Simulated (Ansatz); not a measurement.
A computed series for Ga2O3: pressure series

Start from Ga2O3 in the corundum structure (space group R-3c, No. 167; a = 5.000 Å, c = 13.449 Å (hexagonal axes)).

Cell and atoms are relaxed at each pressure.

Computed with PBEsol (Ansatz, a quantum-chemistry and plane-wave program; PAW; 420 eV plane waves; without spin-orbit coupling).

```json
[
 {"pressure (GPa)": "-2", "volume per atom (Å³/atom)": "9.798"},
 {"pressure (GPa)": "-1", "volume per atom (Å³/atom)": "9.752"},
 {"pressure (GPa)": "0", "volume per atom (Å³/atom)": "9.707"},
 {"pressure (GPa)": "0.9", "volume per atom (Å³/atom)": "9.668"},
 {"pressure (GPa)": "2.1", "volume per atom (Å³/atom)": "9.616"},
 {"pressure (GPa)": "4.5", "volume per atom (Å³/atom)": "9.518"},
 {"pressure (GPa)": "9", "volume per atom (Å³/atom)": "?"},
 {"pressure (GPa)": "15", "volume per atom (Å³/atom)": "9.142"},
 {"pressure (GPa)": "22.5", "volume per atom (Å³/atom)": "8.914"}
]
```

**Question.** Fit the third-order Birch–Murnaghan form P(V) = (3B₀/2)[(V₀/V)^(7/3) − (V₀/V)^(5/3)]·[1 + (3/4)(B₀′ − 4)((V₀/V)^(2/3) − 1)] (squares taken in P) to the rows shown and predict the withheld row.

**Answer.** Least squares on the printed values gives V₀ = 9.707 Å³/atom, B₀ = 219 GPa, B₀′ = 4.3; this predicts 9.347 Å³/atom, and the run gives 9.347 Å³/atom, in agreement.

Load acts through the strain it causes; cell and atoms are relaxed under it. Stability against distortions was not tested. Competing high-pressure phases were not computed.
